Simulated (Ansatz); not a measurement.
Take BeTe in the rock salt structure (space group Fm-3m, No. 225; a = 5.362 Å; a hypothetical phase, not in the database extracts checked; relaxed with 0.1 eV smearing) as the base. Axes: x, y, z lie along the cube axes.

(Cell as relaxed with PBE.)

Levels (all Ansatz, an electronic-structure program, PAW, earlier PAW set): PBE (420 eV, no SOC); r2SCAN (500 eV, no spin-orbit coupling).

Each level relaxes its own structure.

```csv
base,PBE,r2SCAN
volume per atom,19.27 Å³,19.37 Å³
lattice parameter a,5.362 Å,5.371 Å
band gap,zero,zero
```

The change: uniaxial stress, 3 GPa compression along z, with the cell and atoms free to relax against it.

```tsv
quantity	PBE	r2SCAN
mean lateral Poisson ratio	0.30	(withheld)
energy relative to the base (free energy F)	+5.1 meV/atom	(withheld)
volume per atom	19.04 Å³	(withheld)
```

Task: What does r2SCAN give?

Result: 
- mean lateral Poisson ratio, r2SCAN: 0.32
- energy relative to the base (free energy F), r2SCAN: +5.3 meV/atom
- volume per atom, r2SCAN: 19.15 Å³

PBE's volume per atom lies 0.11 Å³ below r2SCAN's (0.6 %). Neither level is exact; r2SCAN is the comparison here, not a measurement.

Load acts through the strain it causes; cell and atoms are relaxed under it. Beyond what the load breaks, stability against distortions was not tested. The final runs are not spin-polarised.
